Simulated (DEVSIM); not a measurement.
System: Ru/La2O3/SiO2/n-Si capacitor, at 300 K.

| layer (left to right) | material | thickness (nm) | Nd (cm⁻³) |
|---|---|---|---|
| 1 | La2O3 | 2.60 | - |
| 2 | SiO2 | 0.990 | - |
| 3 | Si | 1700 | 1.2e17 |

Metal gate on the left, work function 4.7 eV. Fixed charge at the semiconductor interface 6.9e11 cm⁻² (in units of +e); no interface traps.

The device is made up for the run: typed textbook-type constants, with dimensions and the other settings drawn at random. Values at 300 K.

```csv
parameter,La2O3,SiO2,Si
gap (eV),5.8,9,1.124
affinity (eV),1.8,0.9,4.05
permittivity,27,3.9,11.7
Nc (cm⁻³),-,-,2.86e19
Nv (cm⁻³),-,-,3.1e19
```

Model (solved in DEVSIM): 1D Poisson equation in equilibrium, Boltzmann statistics, complete ionisation; no quantum confinement or tunnelling. Metal contacts follow the ideal Schottky-Mott rule: no Fermi-level pinning, no interface dipoles.

**Question.** Tabulate band edges, carrier densities and field at -0.1 V on the gate.

**Answer.** Energies count from the Fermi level of the right contact; mesh points crowd at the junctions.

```
x (μm)     Ec (eV)  Ev (eV)  n (cm⁻³)  p (cm⁻³)  field (V/cm)
---------  -------  -------  --------  --------  ------------
0.000        3.000   -2.800     < 1e2     < 1e2       -100000
0.0008627    2.991   -2.809     < 1e2     < 1e2       -100000
0.001770     2.982   -2.818     < 1e2     < 1e2       -100000
0.002600     3.873   -5.127     < 1e2     < 1e2       -470000
0.003304     3.822   -5.178     < 1e2     < 1e2       -720000
0.004172     0.644   -0.480     4.4e8    2.7e11       -130000
0.005979     0.620   -0.504     1.1e9    1.1e11       -130000
0.01191      0.547   -0.577    1.9e10     6.2e9       -120000
0.02172      0.439   -0.685    1.2e12     9.7e7       -100000
0.04306      0.267   -0.857    9.4e14    120000        -61000
0.08515      0.149   -0.975    9.0e16      1300         -6000
0.2232       0.142   -0.982    1.2e17       970           ≈ 0
0.4520       0.142   -0.982    1.2e17       970           ≈ 0
0.9093       0.142   -0.982    1.2e17       970           ≈ 0
1.407        0.142   -0.982    1.2e17       970           ≈ 0
1.558        0.142   -0.982    1.2e17       970           ≈ 0
1.635        0.142   -0.982    1.2e17       970           ≈ 0
1.671        0.142   -0.982    1.2e17       970           ≈ 0
1.692        0.142   -0.982    1.2e17       970           ≈ 0
1.698        0.142   -0.982    1.2e17       970           ≈ 0
1.702        0.142   -0.982    1.2e17       970           ≈ 0
1.704        0.142   -0.982    1.2e17       970           ≈ 0
```
